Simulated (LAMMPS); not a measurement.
System: TiO2 (anatase), 600 atoms, at 2520 K and 0 GPa, heated as the crystal.

Level of theory: classical MD, Buckingham potential of Matsui and Akaogi, Mol. Simul. 6, 239 (1991), as tabulated by Reinhardt, J. Chem. Phys. 151, 064505 (2019), used with rigid ions (no shells), PPPM sums, short-range terms cut at 10 Å, modified for these runs by an r^-4 repulsive force inside the short-range force's maximum; code LAMMPS.

Starting crystal:

```cif
data_O8Ti4
_chemical_formula_sum 'Ti4 O8'
_space_group_name_H-M_alt 'I41/amd :1'
_space_group_IT_number 141
_space_group_name_Hall 'I 4bw 2bw -1bw'
_cell_length_a 3.78500
_cell_length_b 3.78500
_cell_length_c 9.51000
_cell_angle_alpha 90.000
_cell_angle_beta 90.000
_cell_angle_gamma 90.000
loop_
_atom_site_label
_atom_site_type_symbol
_atom_site_symmetry_multiplicity
_atom_site_Wyckoff_symbol
_atom_site_fract_x
_atom_site_fract_y
_atom_site_fract_z
_atom_site_occupancy
Ti1 Ti 4 a 0.00000 0.00000 0.00000 1
O1 O 8 e 0.00000 0.00000 0.20800 1
```

**Question.** Estimate the mean frequency of the velocity spectrum, the state found, the most common Ti-O-Ti angle, the enthalpy per atom, the volume per atom for this model.

**Answer.** mean frequency of the velocity spectrum: 12.9 THz; state found: crystal; no diffusion seen in 21 ps; most common Ti-O-Ti angle: in the 3° bin centred on 100.5° (mean of all 119°); enthalpy per atom: -12.458 ± 0.001 eV; volume per atom: 12.245 ± 0.002 Å³.

Caution: in nature this polymorph isn't the stable one over the whole range of temperature at this pressure, and short runs keep a crystal in its starting form. Caution: a run this short can hold a crystal over, or a liquid under, the potential's melting point.
